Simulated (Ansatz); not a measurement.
For TiO2 (Pbca, No. 61), PBE (Ansatz, an electronic-structure program, plane waves, PAW) gives:

| Quantity | Value |
|---|---|
| volume per atom | 10.98 Å³/atom |
| enthalpy of formation | -3.033 eV/atom |

What does r²SCAN+rVV10 in Ansatz (plane waves, PAW) give for the same quantities?


- equilibrium volume per atom: 10.65 Å³/atom (decreases by 3.0 %)
- formation enthalpy: -3.383 eV/atom (moves by -0.350 eV/atom)

Changes are worked out from the printed values.

Unless a cell is named, each level is at its own relaxed cell (PBE 10.98, r²SCAN+rVV10 10.65 Å³/atom).

Caveats: the relaxation could not lower the start's symmetry, so the cell can be a saddle point above a distorted one (PBE, r²SCAN+rVV10). Ansatz's density-functional and Hartree–Fock values are scalar-relativistic unless marked +SOC, with PAW data made under PBE.
